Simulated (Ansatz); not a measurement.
Consider MoTe₂ in the 2H-MoS2 type structure (space group P6_3/mmc, No. 194; a = 3.542 Å, c = 14.182 Å; layered, stacked along the Cartesian z axis).

Calculations: r2SCAN+rVV10 (Ansatz, an electronic-structure program; PAW; 500 eV plane waves; no spin-orbit coupling).

Base values:

Valence-band top at Γ: 0.00, -0.50, -0.98 eV

The change: every lattice vector is shortened by 1.26 %, atoms relaxed at fixed cell.

### Question
What happens to the energy relative to the base, largest internal atomic displacement and valence-band top at Γ?

### Answer
The energy rises by 5.4 meV/atom; the largest internal atomic displacement amounts to 0.036 Å; the valence-band top at Γ (three highest levels, from the VBM) becomes 0.00, -0.45, -1.03 eV (base: 0.00, -0.50, -0.98 eV).

With Te present, leaving out spin-orbit coupling can change the band edges. The levels and masses belong to the bands next to the band gap. The cells carry an imposed strain or load. Stability against distortions was not tested.
